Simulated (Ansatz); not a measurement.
## Tl, response to strain

The reference is Tl in the hcp (Mg type) structure (space group P6_3/mmc, No. 194; relaxed with 0.1 eV smearing).

```yaml
crystal:
  lattice:
    - [3.47606, 0.00000, 0.00000]
    - [-1.73803, 3.01036, 0.00000]
    - [0.00000, 0.00000, 5.47151]
  atoms:
    - { symbol: Tl, position: [0.66667, 0.33333, 0.75000] }
    - { symbol: Tl, position: [0.33333, 0.66667, 0.25000] }
```

Strains are applied to the cell and any free atomic positions relax.

The values are results of PBEsol (Ansatz, a program for electronic structure), scalar-relativistic without spin-orbit coupling, not measurements.

Candidates:
(a) isotropic strain +1.00 %
(b) isotropic strain −1.50 %
(c) isotropic strain +1.50 %

Notes on the quantities. energy relative to the base: free energy F.

**Question.** Order them by energy relative to the base, highest first.

**Answer.** (b) isotropic strain −1.50 % (+7.0 meV/atom), (c) isotropic strain +1.50 % (+6.1 meV/atom), (a) isotropic strain +1.00 % (+2.8 meV/atom)

No phonon test of stability was made.
